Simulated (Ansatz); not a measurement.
Results of LDA (plane waves, PAW; Ansatz, a program for electronic structure) for CsCl-type FeAl.

Run with plane-wave cutoff 520 eV, 16×16×16 k mesh, Fermi–Dirac smearing 0.1 eV, perturbation theory, force constants from a 4×4×4 q mesh, no spin polarisation, scalar-relativistic PAW data made under PBE.

Computed at the level's own relaxed cell. Harmonic vibrational thermodynamics at fixed volume:

```tsv
T (K)	S_vib (J/K per mol of atoms)	C_V (J/K per mol of atoms)	F_vib (eV/atom)
0	0.00	0.00	0.0511
100	4.28	9.00	0.0498
200	13.74	17.98	0.0404
500	33.34	23.55	-0.0361
700	41.39	24.22	-0.1140
800	44.63	24.38	-0.1586
1000	50.10	24.58	-0.2570
```

The crystal is taken as a harmonic solid at every temperature: melting, phase changes and thermal expansion are not seen, nor the electrons' share in a metal.
